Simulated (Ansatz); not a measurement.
## BaTe: energy against strain

BaTe (rock salt, Fm-3m, 41.807 Å³/atom at rest) under an equal strain ε in the (001) plane with the normal axis free, as in a coherent film. PBEsol in Ansatz, a plane-wave DFT program (PAW, default set), 420 eV, 8×8×8 Γ-centred mesh, Fermi-Dirac smearing 0.05 eV; ions are relaxed within the symmetry of each cell.

Here s stands for strain and y for E less E0.

```csv
strain (%),E less E0 (meV/atom)
-3.00,?
-1.50,5.33
-1.00,2.32
-0.50,0.57
0.00,0.00
0.50,0.54
1.00,2.13
1.50,4.70
```

The 7 complete rows are fitted with a parabola, y against s. Least squares gives y = -0.002 - 0.1643·s + 2.2295·s². Residuals (row less fit): 0.069, -0.072, -0.068, 0.002, 0.067, 0.067, -0.068; standard error 0.084 (degrees of freedom: 4). Twice the quadratic coefficient over the volume, 2 × 2.2295 meV × 10⁴ × 0.1602 / 41.807 Å³, is twice the biaxial elastic modulus of this plane = 171 ± 3 GPa.

Question: Predict the withheld y at s = -3.00 from the fit, and compare with the calculation.

Answer: y = -0.002 - 0.1643 × (-3.0) + 2.2295 × (-3.0)² = 20.556 meV/atom. The calculation gives 22.68 meV/atom, 2.124 meV/atom above the prediction (9.4 % of the range of y in the table). The row lies outside the fitted rows, so this is an extrapolation. From the scatter of the fitted rows alone, a prediction at this place has a standard error of 0.320 meV/atom, so the miss is 6.6 times that.

One order more, fitted to all 13 runs of the series, follows each within 0.02, so the miss is the next term of a smooth law. Rows are the converged runs of the series near zero and its far end; series whose fitted rows scatter by over a few per cent of the range, as at a crossing or softening among them, aren't shown in this form. Most that stay on the fit to the last digits aren't either.
